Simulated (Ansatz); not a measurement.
## BeTe: response to strain

The parent structure is BeTe in the zinc blende structure (space group F-43m, No. 216).

```
CELL_PARAMETERS angstrom
      0.00000     2.82841     2.82841
      2.82841     0.00000     2.82841
      2.82841     2.82841     0.00000
ATOMIC_POSITIONS crystal
  Be 0.00000 0.00000 0.00000
  Te 0.25000 0.25000 0.25000
```

Strains are applied to the cell and any free atomic positions relax.

Computed with r2SCAN (Ansatz, a quantum-chemistry and plane-wave program, PAW, no spin-orbit coupling).

Notes on the quantities. energy relative to the base: free energy F.

```
case                      band gap  smallest direct gap  energy relative to the base
------------------------  --------  -------------------  ---------------------------
base                       2.37 eV              4.04 eV                   0 meV/atom
isotropic strain −3.00 %   2.14 eV              3.94 eV                 +37 meV/atom
isotropic strain −2.50 %   2.18 eV              3.96 eV                   (withheld)
isotropic strain −2.00 %   2.22 eV              3.98 eV                 +16 meV/atom
isotropic strain −1.50 %   2.26 eV              3.99 eV                +8.9 meV/atom
isotropic strain −1.00 %   2.30 eV              4.01 eV                +3.9 meV/atom
isotropic strain −0.50 %   2.34 eV           (withheld)                +1.0 meV/atom
```

Task: Some entries are withheld; estimate them.

Result: 
- isotropic strain −2.50 %, energy relative to the base: +25 meV/atom
- isotropic strain −0.50 %, smallest direct gap: 4.03 eV

Spin-orbit coupling, missing from the scalar runs, can matter with Te. Stability against distortions was not tested.
